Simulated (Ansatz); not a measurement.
Be5Au (F-43m, No. 216), treated with r²SCAN (Ansatz, a first-principles code, plane waves, PAW).

Settings: plane-wave cutoff 560 eV, 16×16×16 k mesh, Fermi–Dirac smearing 0.05 eV, scalar-relativistic PAW data made under PBE.

Computed points:

| V (Å³/atom) | E − E_lowest (meV/atom) |
|---|---|
| 9.068 | 7.28 |
| 9.257 | 1.76 |
| 9.446 | 0.00 |
| 9.635 | 1.66 |
| 9.823 | 6.41 |

Estimate the bulk modulus and its pressure derivative from these points.

V0 = 9.445 Å³/atom, B0 = 145 GPa, B′ = 3.9 (fit to the energies at full precision).

Spin–orbit coupling is not included; it can shift volumes and moduli of such heavy elements.

Static lattice: no zero-point or thermal effects.
